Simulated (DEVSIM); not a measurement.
Structure: abrupt InP p-n junction, at 300 K.

```
layer (left to right)  material  thickness (μm)  Nd (cm⁻³)  Na (cm⁻³)  τn (s)  τp (s)
---------------------  --------  --------------  ---------  ---------  ------  ------
1                           InP            16.0          -     1.1e18  1.5e-9  1.5e-9
2                           InP             150     2.5e16          -  1.5e-9  4.5e-9
```

Left contact: ohmic. Right contact: ohmic. Voltage is applied to the left contact. Recombination: SRH at mid-gap. Mobility is μmin + (μ − μmin)/(1 + (N/Nref)^α).

This is a model device: material constants are rounded textbook-type values typed into the input, and sizes, dopings and lifetimes were drawn at random. Values at 300 K.

| parameter | InP |
|---|---|
| gap (eV) | 1.344 |
| affinity (eV) | 4.38 |
| permittivity | 12.5 |
| Nc (cm⁻³) | 5.7e17 |
| Nv (cm⁻³) | 1.1e19 |
| μn (cm²/Vs) | 5200 |
| μp (cm²/Vs) | 170 |
| μn,min | 400 |
| μp,min | 10 |
| Nref,n | 3e17 |
| Nref,p | 4.9e17 |
| αn | 0.47 |
| αp | 0.62 |

DEVSIM, 1D drift-diffusion, Boltzmann statistics, complete ionisation; no tunnelling, impact ionisation, image-force lowering or self-heating.

Question: Tabulate band edges, carrier densities and field at zero bias.

Answer: Energies count from the Fermi level of the right contact; mesh points crowd at the junctions.

```json
[
 {"x (μm)": "0.000", "Ec (eV)": "1.284", "Ev (eV)": "-0.060", "n (cm⁻³)": "< 1e2", "p (cm⁻³)": "1.1e18", "field (V/cm)": "≈ 0"},
 {"x (μm)": "0.05755", "Ec (eV)": "1.284", "Ev (eV)": "-0.060", "n (cm⁻³)": "< 1e2", "p (cm⁻³)": "1.1e18", "field (V/cm)": "≈ 0"},
 {"x (μm)": "0.2416", "Ec (eV)": "1.284", "Ev (eV)": "-0.060", "n (cm⁻³)": "< 1e2", "p (cm⁻³)": "1.1e18", "field (V/cm)": "≈ 0"},
 {"x (μm)": "0.8767", "Ec (eV)": "1.284", "Ev (eV)": "-0.060", "n (cm⁻³)": "< 1e2", "p (cm⁻³)": "1.1e18", "field (V/cm)": "≈ 0"},
 {"x (μm)": "4.380", "Ec (eV)": "1.284", "Ev (eV)": "-0.060", "n (cm⁻³)": "< 1e2", "p (cm⁻³)": "1.1e18", "field (V/cm)": "≈ 0"},
 {"x (μm)": "11.67", "Ec (eV)": "1.284", "Ev (eV)": "-0.060", "n (cm⁻³)": "< 1e2", "p (cm⁻³)": "1.1e18", "field (V/cm)": "≈ 0"},
 {"x (μm)": "14.74", "Ec (eV)": "1.284", "Ev (eV)": "-0.060", "n (cm⁻³)": "< 1e2", "p (cm⁻³)": "1.1e18", "field (V/cm)": "≈ 0"},
 {"x (μm)": "15.76", "Ec (eV)": "1.284", "Ev (eV)": "-0.060", "n (cm⁻³)": "< 1e2", "p (cm⁻³)": "1.1e18", "field (V/cm)": "≈ 0"},
 {"x (μm)": "15.95", "Ec (eV)": "1.284", "Ev (eV)": "-0.060", "n (cm⁻³)": "< 1e2", "p (cm⁻³)": "1.1e18", "field (V/cm)": "≈ 0"},
 {"x (μm)": "16.00", "Ec (eV)": "1.220", "Ev (eV)": "-0.124", "n (cm⁻³)": "< 1e2", "p (cm⁻³)": "9.1e16", "field (V/cm)": "-94000"},
 {"x (μm)": "16.06", "Ec (eV)": "0.769", "Ev (eV)": "-0.575", "n (cm⁻³)": "70000", "p (cm⁻³)": "2.4e9", "field (V/cm)": "-69000"},
 {"x (μm)": "16.39", "Ec (eV)": "0.081", "Ev (eV)": "-1.263", "n (cm⁻³)": "2.5e16", "p (cm⁻³)": "< 1e2", "field (V/cm)": "-31"},
 {"x (μm)": "17.34", "Ec (eV)": "0.081", "Ev (eV)": "-1.263", "n (cm⁻³)": "2.5e16", "p (cm⁻³)": "< 1e2", "field (V/cm)": "≈ 0"},
 {"x (μm)": "20.62", "Ec (eV)": "0.081", "Ev (eV)": "-1.263", "n (cm⁻³)": "2.5e16", "p (cm⁻³)": "< 1e2", "field (V/cm)": "≈ 0"},
 {"x (μm)": "39.72", "Ec (eV)": "0.081", "Ev (eV)": "-1.263", "n (cm⁻³)": "2.5e16", "p (cm⁻³)": "< 1e2", "field (V/cm)": "≈ 0"},
 {"x (μm)": "91.00", "Ec (eV)": "0.081", "Ev (eV)": "-1.263", "n (cm⁻³)": "2.5e16", "p (cm⁻³)": "< 1e2", "field (V/cm)": "≈ 0"},
 {"x (μm)": "144.0", "Ec (eV)": "0.081", "Ev (eV)": "-1.263", "n (cm⁻³)": "2.5e16", "p (cm⁻³)": "< 1e2", "field (V/cm)": "≈ 0"},
 {"x (μm)": "159.5", "Ec (eV)": "0.081", "Ev (eV)": "-1.263", "n (cm⁻³)": "2.5e16", "p (cm⁻³)": "< 1e2", "field (V/cm)": "≈ 0"},
 {"x (μm)": "164.7", "Ec (eV)": "0.081", "Ev (eV)": "-1.263", "n (cm⁻³)": "2.5e16", "p (cm⁻³)": "< 1e2", "field (V/cm)": "≈ 0"},
 {"x (μm)": "165.6", "Ec (eV)": "0.081", "Ev (eV)": "-1.263", "n (cm⁻³)": "2.5e16", "p (cm⁻³)": "< 1e2", "field (V/cm)": "≈ 0"},
 {"x (μm)": "165.9", "Ec (eV)": "0.081", "Ev (eV)": "-1.263", "n (cm⁻³)": "2.5e16", "p (cm⁻³)": "< 1e2", "field (V/cm)": "≈ 0"},
 {"x (μm)": "166.0", "Ec (eV)": "0.081", "Ev (eV)": "-1.263", "n (cm⁻³)": "2.5e16", "p (cm⁻³)": "< 1e2", "field (V/cm)": "≈ 0"}
]
```
